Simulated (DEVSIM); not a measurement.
System: Schottky contact on n-type β-Ga2O3, at 300 K.

Layer 1 from the left is β-Ga2O3, thickness (μm) 1.30, Nd (cm⁻³) 6.2e16, τn (s) 1.4e-9, τp (s) 1.4e-9.

Left contact: Schottky, work function 4.79 eV, emission velocity 5.3e6 cm/s. Right contact: ohmic. Voltage is applied to the left contact. Recombination: SRH at mid-gap, Auger. Mobility is μmin + (μ − μmin)/(1 + (N/Nref)^α).

The device is made up for the run: typed textbook-type constants, with dimensions and the other settings drawn at random. Values at 300 K.

β-Ga2O3: gap (eV) 4.8, affinity (eV) 4, permittivity 10, Nc (cm⁻³) 3.7e18, Nv (cm⁻³) 5e20, μn (cm²/Vs) 160, μp (cm²/Vs) 1, μn,min 20, μp,min 0.1, Nref,n 1e18, Nref,p 1e18, αn 0.8, αp 0.8, Cn (cm⁶/s) 1e-31, Cp (cm⁶/s) 1e-31.

**Question.** Estimate by hand the built-in potential, the peak field at zero bias, the capacitance at -6 V, and compare with a numerical solution.

**Answer.** 
- Built-in potential: barrier φB = 0.790 eV; Vbi = φB − kT/q ln(N_band/N) = 0.684 V; numerical 0.684 V.
- Peak field at zero bias: depletion approximation: W = √(2εVbi/(qN)) = 0.110 μm with N = 6.20e16 cm⁻³; field = 2Vbi/W = 124000 V/cm; numerical 121000 V/cm (estimate above by 2.4 %).
- Capacitance at -6 V: C = √(qεN / 2(Vbi + |V|)) = 25.6 nF/cm²; numerical 25.7 nF/cm².

Simulated with DEVSIM: 1D drift-diffusion, Boltzmann statistics, complete ionisation; no tunnelling, impact ionisation, image-force lowering or self-heating. Metal contacts follow the ideal Schottky-Mott rule: no Fermi-level pinning, no interface dipoles.
